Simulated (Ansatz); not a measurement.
**How the lattice parameter c of PtC (model structure, P-6m2, No. 187, 2 atoms in the cell) moves with the method**

No measured value is used here.

```json
[
 {"level (code)": "LDA (Ansatz)", "value (Å)": "2.828"},
 {"level (code)": "PBE (Ansatz)", "value (Å)": "2.874"},
 {"level (code)": "PBEsol (Ansatz)", "value (Å)": "2.846"},
 {"level (code)": "PBE-D3(BJ) (Ansatz)", "value (Å)": "2.860"},
 {"level (code)": "r²SCAN (Ansatz)", "value (Å)": "2.865"},
 {"level (code)": "r²SCAN+rVV10 (Ansatz)", "value (Å)": "2.862"}
]
```

Density-functional levels without +SOC have no spin–orbit coupling. Cutoffs differ between the levels. Ansatz's density-functional and Hartree–Fock values are scalar-relativistic unless marked +SOC, with PAW data made under PBE.

A model structure was made by putting elements into a prototype or built by hand; it is no filed structure, need not be a known phase, and can be a saddle point held by its symmetry.

Ansatz is an electronic-structure program.
